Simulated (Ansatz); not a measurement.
MgO under a change: x(Sr) = 0.75, 8 atoms, I4/mmm

The parent structure is MgO in the rock salt structure (space group Fm-3m, No. 225; a = 4.2544 Å).

The other end (x = 1) is SrO in the rock salt structure (space group Fm-3m, No. 225): 17.53 Å³/atom, gap 3.33 eV.

Now apply this change: Sr replaces 75.0 % of the Mg, ordered in a cell of 8 atoms (starting symmetry I4/mmm) and fully relaxed.

Level of theory: Ansatz (a first-principles code), PBE, PAW, cutoff 420 eV, scalar-relativistic without spin-orbit coupling, earlier PAW set. Settings: 9×9×9 k-points, 0.05 eV Fermi–Dirac smearing, for the changed cell.

The volume per atom goes up by 6.149 Å³ (9.63 Å³ → 15.77 Å³) and the band gap drops by 1.41 eV to 3.05 eV. The electron mass goes from 0.34 mₑ (at Γ) to 0.33 mₑ (at Γ) and the mixing energy comes out as +157 meV/atom. The deviation of the volume from the linear (Vegard-type) interpolation is +1.4 % and the bowing parameter b of this ordering, from Eg = [1−x] Eg[0] + x Eg[1] − b x [1−x], comes out as 3.0 eV. The mean first-shell distances is Mg–O 2.400 Å (end compound 2.127 Å), Sr–O 2.553 Å (end compound 2.598 Å).

Final structure:

```xyz
8
Lattice="-2.5263 2.5263 4.9435 2.5263 -2.5263 4.9435 2.5263 2.5263 -4.9435" Properties=species:S:1:pos:R:3 pbc="T T T"
O      0.0000     2.5263     0.0000
O      2.5263     0.0000     0.0000
O      0.0000     0.0000     7.7402
O      0.0000     0.0000     2.1467
Sr     2.5263     0.0000     2.4717
Sr     0.0000     2.5263     2.4717
Sr     0.0000     0.0000     4.9435
Mg     0.0000     0.0000     0.0000
```

Cost of the whole job for the changed cell (relaxation, final SCF and bands): roughly 90 core-seconds.

These are small ordered cells, not random alloys; other orderings at the same x differ. Masses are band curvatures over ±0.01 Å⁻¹ around the edge. No phonon test of stability was made.
